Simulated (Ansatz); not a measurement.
Base system: WSe2 in the 2H-MoS2 type structure (space group P6_3/mmc, No. 194; a = 3.2790 Å, c = 12.7858 Å; layered, stacked along the Cartesian z axis).

The values are results of PBE-D3(BJ)/PAW in Ansatz (an electronic-structure program), spin-orbit coupling left out, earlier PAW set, not measurements.

Before the change:

| Property | Result |
|---|---|
| Band gap | 0.87 eV |
| Shortest interatomic distance | 4.788 bohr |
| Valence-band top at Γ | 0.00, -0.96, -1.20 eV |

It is then changed as follows: full substitution W → Mo; the structure is relaxed again.

Tabulated Pauling electronegativity and covalent radius: W 2.36, 1.62 Å; Mo 2.16, 1.54 Å.

Question: What does the calculation give for the band gap, shortest interatomic distance and valence-band top at Γ after the change?

Answer: The band gap shrinks by 0.13 eV to 0.74 eV; the shortest interatomic distance drops by 0.0146 bohr (4.788 bohr → 4.774 bohr); the valence-band top at Γ (three highest levels, from the VBM) goes from 0.00, -0.96, -1.20 eV to 0.00, -0.68, -1.19 eV.

With W present, leaving out spin-orbit coupling can change the band edges. Stability against distortions was not tested.
